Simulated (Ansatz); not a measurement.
Worked calculations on one periodic cell of amorphous Ti20O41Na2: Ti20O41Na2, 63 atoms, volume 777.9 Å³, made by a melt-quench on the CHGNet potential and relaxed with DFT. O atoms were pushed apart under 1.9 Å during the dynamics, to hinder bonds among them. It is a model cell: composition and starting density were chosen by hand, and all elements were melted together. Cycles of charging were run to anneal it. These are PBE, scalar-relativistic without spin-orbit coupling (plane waves to 420 eV, PAW; Ansatz, a program for electronic structure) values and carry that method's errors. Sampling: a 2×2×2 Γ-centred mesh; Fermi-Dirac width 0.02 eV; no spin polarisation. Its volume was held where the quench left it, its shape was free, and it stands at a mean pressure of 0.8 GPa with stress components up to 0.9 GPa; the relaxation ran on the zone centre alone. Its density went from a set 3.54 to 3.54 g/cm³. The cell is small and was quenched far faster than a real film, so it is one sample of the glass.

Four energies for an added electron at PBE on the zone centre alone (charged cells in a uniform background, spin-polarised): neutral at the neutral geometry -76311.130 eV; charged at the neutral geometry -76302.103 eV; charged and relaxed -76302.223 eV; neutral at the charged geometry -76310.849 eV.

Task: Find the two relaxation energies and their sum, the reorganisation energy.

Result: On charging: -76302.103 − (-76302.223) = 0.120 eV. On discharging: -76310.849 − (-76311.130) = 0.281 eV. The sum is 0.401 eV. The carrier's level spreads over 9 of the 63 atoms' worth, so it counts as partly localised, most on one Ti atom with neighbours O 1.84 Å, O 1.84 Å, O 2.02 Å, O 2.07 Å, O 2.10 Å, O 2.18 Å, O 2.58 Å (neutral geometry). The values are uncorrected: the image energy of a point charge in this cell, 2.84 × 14.40 / (2 × 9.2) = 2.2 eV before screening, is screened by electrons alone at the fixed geometry and by ions too after relaxing, and the carrier can be spread before it relaxes, so each term can be off by up to that value times 1/ε∞, some tenths of an eV. PBE's self-interaction favours spread-out carriers, so a hybrid can localise more.

Four energies for a hole at PBE on the zone centre alone (charged cells in a uniform background, spin-polarised): neutral at the neutral geometry -76311.130 eV; charged at the neutral geometry -76317.395 eV; charged and relaxed -76317.643 eV; neutral at the charged geometry -76310.643 eV.

Task: Find the two relaxation energies and their sum, the reorganisation energy.

Result: On charging: -76317.395 − (-76317.643) = 0.248 eV. On discharging: -76310.643 − (-76311.130) = 0.487 eV. The sum is 0.735 eV. The carrier's level spreads over 5 of the 63 atoms' worth, so it counts as localised, most on one O atom with neighbours Ti 1.81 Å, Ti 1.83 Å (neutral geometry). The values are uncorrected: the image energy of a point charge in this cell, 2.84 × 14.40 / (2 × 9.2) = 2.2 eV before screening, is screened by electrons alone at the fixed geometry and by ions too after relaxing, and the carrier can be spread before it relaxes, so each term can be off by up to that value times 1/ε∞, some tenths of an eV. PBE's self-interaction favours spread-out carriers, so a hybrid can localise more.
